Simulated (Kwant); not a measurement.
System: wire with an antidot in a InAs two-dimensional gas. Effective mass 0.023 mₑ, grid spacing 8.3 nm, hard walls, nominal width 200 nm (25 grid rows, so walls 215.8 nm apart), one parabolic valley, scattering region 600 nm long along x; energies count from the band bottom; Fermi energy 0.00356 eV. Hard-wall hole of radius 46 nm, 0 nm off the axis. Perpendicular field swept from 0 to 0.52 T, also in the leads; orbital effect alone.

The device is made up for the run: typed textbook-type constants, with dimensions and the other settings drawn at random.

Kwant, effective-mass tight-binding model on a square grid, one spin, coherent transport at 0 K. Conductance is in e²/h.

```tsv
B (T)	A	B	C	D
0.000	0.85	0.022	1.81	0.12
0.03015	0.85	0.021	1.81	0.12
0.06029	0.84	0.019	1.80	0.12
0.09044	0.84	0.018	1.80	0.12
0.1206	0.84	0.019	1.78	0.11
0.1507	0.85	0.023	1.74	0.099
0.1809	0.91	0.028	1.71	0.098
0.2110	0.86	0.026	1.70	0.12
0.2412	0.76	0.014	1.73	0.14
0.2713	0.58	0.0100	1.74	0.14
0.3014	0.59	0.027	1.58	0.092
0.3316	0.71	0.024	1.24	0.032
0.3617	0.74	0.0093	1.06	0.089
0.3919	0.65	0.00013	1.07	0.20
0.4220	0.27	0.0050	1.35	0.17
0.4522	0.22	0.016	1.02	0.063
0.4823	0.64	0.018	1.00	3.8e-5
0.5200	0.73	0.0076	1.00	0.068
```

Q: Column A is the base. The others each differ by one change: effective mass 0.023 → 0.014 mₑ; effective mass 0.023 → 0.018 mₑ; effective mass 0.023 → 0.03 mₑ. Which is which?

A: B: effective mass 0.023 → 0.014 mₑ; C: effective mass 0.023 → 0.03 mₑ; D: effective mass 0.023 → 0.018 mₑ.
